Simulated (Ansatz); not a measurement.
B20 (FeSi-type) MnSi was calculated with rVV10 (Ansatz, a program for electronic structure, plane waves, PAW).

Settings: plane-wave cutoff 520 eV, 12×12×12 k mesh, Fermi–Dirac smearing 0.05 eV, spin-polarised with parallel moments, scalar-relativistic PAW data made under PBE.

Computed points:

```
V (Å³/atom)  E − E_lowest (meV/atom)
-----------  -----------------------
11.141                         12.52
11.373                          3.02
11.605                          0.00
11.837                          2.82
12.069                         10.88
```

Problem. Fit the third-order Birch–Murnaghan equation and give B0 and B′.

Solution. V0 = 11.605 Å³/atom, B0 = 201 GPa, B′ = 4.2 (fit to the energies at full precision).

Shape and atoms are relaxed at each volume.

Measured, for comparison: bulk modulus 167 GPa (room temperature, not corrected to a static lattice; as tabulated in Study of the compressibility of FeSi, MnSi, and CoS2 (JETP Letters), abstract); equilibrium volume per atom 11.85 Å³/atom (temperature not stated, not corrected to a static lattice; as tabulated in Wikipedia's data pages). Computed (rounded) less measured: bulk modulus +20 %, equilibrium volume per atom -2.1 %.

Note: the collinear magnetic order is the start's and need not be the measured one; the bulk modulus comes from volumes at which shape and atoms were relaxed.

The computed numbers hold no vibrational or temperature effects.

Computing time: very roughly 60 core-minutes.
